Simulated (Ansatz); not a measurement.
Where the default PAW files enter, the runs use the earlier of Ansatz's two default sets.

## Evanescent states of MoSe2 (P6_3/mmc, 6 atoms a cell, 19.7 Å³ an atom) along the normal of (110)

All values below come from PBEsol (plane waves, PAW; Ansatz, an electronic-structure program).

The gap is the functional's own. No spin-orbit coupling. Mid-gap values are interpolated on the energy grid.

Energies count from the valence-band top; κ is the least over a 6×4 mesh across the current.

| E (eV) | κ (1/Å) | where |
|---|---|---|
| 0.03 | 0.076 | Γ |
| 0.09 | 0.133 | Γ |
| 0.15 | 0.173 | Γ |
| 0.21 | (withheld) | Γ |
| 0.27 | (withheld) | Γ |
| 0.33 | (withheld) | Γ |
| 0.39 | (withheld) | Γ |
| 0.45 | (withheld) | Γ |
| 0.51 | (withheld) | Γ |
| 0.57 | 0.120 | Γ |
| 0.63 | 0.089 | Γ |
| 0.69 | 0.032 | Γ |

Problem. Some entries are withheld; supply them.

Solution. 
- 0.21, κ (1/Å): 0.207
- 0.27, κ (1/Å): 0.203
- 0.33, κ (1/Å): 0.191
- 0.39, κ (1/Å): 0.178
- 0.45, κ (1/Å): 0.162
- 0.51, κ (1/Å): 0.143
